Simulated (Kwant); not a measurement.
Model: Hückel tight-binding model, one pz orbital an atom, one spin, coherent transport at 0 K (Kwant). Conductance is in e²/h.

Device: π system c1ccc2c(c1)ccc1ccccc12 between two chain leads. The π system is taken as planar. Atoms are numbered from 0 in the order of the SMILES. Site energies (eV, carbon 0): [0.0, 0.0, 0.0, 0.0, 0.0, 0.0, 0.0, 0.0, 0.0, 0.0, 0.0, 0.0, 0.0, 0.0]. Bonds (i, j, β in eV): (0,1,-3) (1,2,-3) (2,3,-3) (3,4,-3) (4,5,-3) (4,6,-3) (6,7,-3) (7,8,-3) (8,9,-3) (9,10,-3) (10,11,-3) (11,12,-3) (12,13,-3) (5,0,-3) (13,8,-3) (13,3,-3). Leads: chains of hopping −4.5 eV, joined by −1.5 eV to atoms 0 and 10.

Site energies and bond integrals are typed Hückel values.

Sweep values stay those of the base run.

One input was changed, with this effect: transmission at E = 0 0.0044 → 0.018.

Problem. Which change was it?
(A) contacts moved from atoms [0, 10] to [5, 6]
(B) contacts moved from atoms [0, 10] to [1, 5]
(C) contacts moved from atoms [0, 10] to [2, 9]
(D) contacts moved from atoms [0, 10] to [0, 1]
(E) contacts moved from atoms [0, 10] to [2, 7]
(F) contacts moved from atoms [0, 10] to [0, 7]

Solution. D, contacts moved from atoms [0, 10] to [0, 1]
